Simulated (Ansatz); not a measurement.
Subject: the formation energy of FeS2 (Pa-3) from the elements. Reaction: 2 S (Fddd) + Fe (bcc) → FeS2 (Pa-3). A negative value means that the right-hand side lies lower. The value is per atom of the solid.

FeS2 (Pa-3), 12 atoms in the cell; spin state with PBE: no moments, k-point mesh 6×6×6 on the run's own vectors.
```
CELL_PARAMETERS angstrom
      5.34682     0.00000     0.00000
      0.00000     5.34682     0.00000
      0.00000     0.00000     5.34682
ATOMIC_POSITIONS crystal
  Fe 0.00000 0.50000 0.50000
  Fe 0.50000 0.50000 0.00000
  Fe 0.50000 0.00000 0.50000
  Fe 0.00000 0.00000 0.00000
  S  0.38238 0.11762 0.88238
  S  0.61762 0.88238 0.11762
  S  0.11762 0.88238 0.38238
  S  0.88238 0.11762 0.61762
  S  0.88238 0.38238 0.11762
  S  0.11762 0.61762 0.88238
  S  0.61762 0.61762 0.61762
  S  0.38238 0.38238 0.38238
```

S (Fddd), 32 atoms in the cell, k-point mesh 4×4×4 on the run's own vectors. Conventional cell: a = 10.321 Å, b = 12.692 Å, c = 24.375 Å, α = β = γ = 90.00°.

Fe (bcc, Im-3m), 1 atom in the cell; spin state with PBE: net moment 2.1 μB a cell, k-point mesh 30×30×30 on the run's own vectors. Conventional cell: a = b = c = 2.8067 Å, α = β = γ = 90.00°.

Computed with Ansatz (plane waves, PAW), its default PAW set, cutoff 420 eV. The structures are at rest with PBE+D3(BJ). Neutral cells; Fermi-Dirac smearing of at most 0.10 eV in the solids, energies taken to zero width. Larger cells are relaxed from a start prepared with the learned potential CHGNet, on a coarser mesh till forces fall under 0.03 eV/Å, which some starts already meet. Nuclei at rest; no vibrational terms. The structures are the rest points that the relaxations reached, not proven lowest. No Hubbard U is applied. No search over spin orders was made beyond those shown.

Problem. Give the value at the level PBE+D3(BJ).

Solution. -0.69 eV/atom, for 2 S (Fddd) + Fe (bcc) → FeS2 (Pa-3).

Ansatz is a quantum-chemistry and plane-wave program.
